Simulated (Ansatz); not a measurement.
Take YN in the rock salt structure (space group Fm-3m, No. 225; a = 4.856 Å) as the base.

Levels (all Ansatz, a first-principles code, PAW): PBEsol (420 eV, scalar-relativistic without spin-orbit coupling); r2SCAN (500 eV, spin-orbit coupling left out).

The geometry is relaxed with PBEsol.

| Item | Value |
|---|---|
| PBEsol lowest conduction level above the VBM at special points | X 0.08 eV; U 2.43 eV; K 2.43 eV; Γ 3.13 eV |
| PBEsol smallest direct gap | 0.45 eV |

Q: What does r2SCAN give at this geometry for the electron mass, lowest conduction level above the VBM at special points and smallest direct gap?

A: The electron mass is 1.3 mₑ along k, 0.14 mₑ across (at X); the lowest conduction level above the VBM at special points becomes X 0.54 eV; U 2.88 eV; K 2.88 eV; Γ 3.59 eV (PBEsol: X 0.08 eV; U 2.43 eV; K 2.43 eV; Γ 3.13 eV); the smallest direct gap increases by 0.47 eV to 0.92 eV.

Single points use the geometry relaxed with PBEsol. Masses are band curvatures over ±0.01 Å⁻¹ around the edge. Along k means along the line from Γ to the band edge. Stability against distortions was not tested. The zero or small gap of YN can change with the level of theory.
